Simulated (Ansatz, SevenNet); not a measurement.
For NbSi₂ (P6₂22, No. 180), the machine-learned potential SevenNet-l3i5 (trained on PBE and PBE+U data) gives:

```
Property               Value
-------------------  -------
lattice parameter a  4.818 Å
lattice parameter c  6.618 Å
```

Question: What does r²SCAN+rVV10 (Ansatz, a quantum-chemistry and plane-wave program, plane waves, PAW) give for the same quantities?

Answer: 
- lattice constant a: 4.787 Å (decreases by 0.6 %)
- lattice parameter c: 6.573 Å (shrinks by 0.7 %)

Changes are worked out from the printed values.

Unless a cell is named, each level is at its own relaxed cell (SevenNet-l3i5 14.78, r²SCAN+rVV10 14.50 Å³/atom).

Ansatz's density-functional and Hartree–Fock values are scalar-relativistic unless marked +SOC, with PAW data made under PBE.
